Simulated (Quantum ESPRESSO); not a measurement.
## What a tighter setting buys: K_POINTS, Sb (P-1, 14 atoms in the cell)

Cell: a = 6.8462 Å, b = 8.6403 Å, c = 8.8728 Å, α = 113.83°, β = 92.13°, γ = 102.62°.

Computed with LDA (PZ), PSlibrary ultrasoft (LDA) pseudopotentials (plane waves; Quantum ESPRESSO).

Base settings: ecutwfc = 30 Ry; ecutrho = 180 Ry; occupations = smearing; smearing = mp; degauss = 0.0073499 Ry; potentials = {Sb: Sb.pz-n-rrkjus_psl.1.0.0.UPF}; K_POINTS = automatic 3 3 3 0 0 0; conv_thr = 1e-10 Ry.

Misses are taken against the tightest run, automatic 7 6 6 0 0 0, which need not be fully converged itself. The energy is the free energy per atom.

The count of work is k-points × plane waves × bands × iterations; it is no time, and leaves out set-up, grids and terms that scale otherwise. Core times come from one kind of shared machine and are given to one figure; runs under 30 s give none.

The starting cell comes from a database of computed structures (which also holds hypothetical and non-ambient phases and stackings), without a prior relaxation at this level. In the base run, with a pressure of about -3 GPa the cell is away from its equilibrium volume at this level.

The runs (K_POINTS): automatic 1 1 1 0 0 0 | automatic 2 1 1 0 0 0 | automatic 2 2 2 0 0 0 | automatic 3 2 2 0 0 0 | automatic 3 3 3 0 0 0 | automatic 4 3 3 0 0 0 | automatic 4 4 4 0 0 0 | automatic 5 4 4 0 0 0 | automatic 6 5 5 0 0 0 | automatic 7 6 6 0 0 0.

**Question.** Which is the coarsest setting among those run that, with all tighter ones, holds the energy within 20 meV/atom of the reference, and what does it save?

**Answer.** automatic 3 2 2 0 0 0, off by 0.10 meV/atom; it needs 0.059 of the reference's count of work and about 0.07 of the reference's time. The coarser automatic 2 1 1 0 0 0 also lies inside, but a setting between leaves the range again, so that is luck.

**Question.** Which is the coarsest setting among those run that, with all tighter ones, holds the energy within 5 meV/atom of the reference, and what does it save?

**Answer.** automatic 4 4 4 0 0 0, off by 2.6 meV/atom; it needs 0.28 of the reference's count of work and about 0.2 of the reference's time. The coarser automatic 3 2 2 0 0 0 also lies inside, but a setting between leaves the range again, so that is luck.

**Question.** What does the step from automatic 3 3 3 0 0 0 to automatic 4 4 4 0 0 0 buy?

**Answer.** It takes the miss in the energy from 12 to 2.6 meV/atom, for 2.7 times the count of work and roughly 2 times the time.

| K_POINTS | energy less reference (meV/atom) | pressure less reference (GPa) | largest difference in the force on any atom (eV/Å) | count of work / reference | core time / reference (rough) |
|---|---|---|---|---|---|
| automatic 1 1 1 0 0 0 | -103.10 | -0.91 | 0.696 | 0.0082 | 0.03 |
| automatic 2 1 1 0 0 0 | 10.66 | 0.57 | 0.775 | 0.017 | 0.03 |
| automatic 2 2 2 0 0 0 | -28.55 | -0.14 | 0.498 | 0.055 | 0.07 |
| automatic 3 2 2 0 0 0 | 0.10 | -0.04 | 0.213 | 0.059 | 0.07 |
| automatic 3 3 3 0 0 0 | 12.26 | 0.13 | 0.078 | 0.10 | 0.1 |
| automatic 4 3 3 0 0 0 | 7.39 | 0.02 | 0.088 | 0.13 | 0.1 |
| automatic 4 4 4 0 0 0 | -2.65 | -0.02 | 0.062 | 0.28 | 0.2 |
| automatic 5 4 4 0 0 0 | -0.97 | 0.01 | 0.070 | 0.35 | 0.3 |
| automatic 6 5 5 0 0 0 | -0.94 | -0.02 | 0.037 | 0.63 | 0.6 |
| automatic 7 6 6 0 0 0 | 0.00 | 0.00 | 0.000 | 1.0 | 1 |
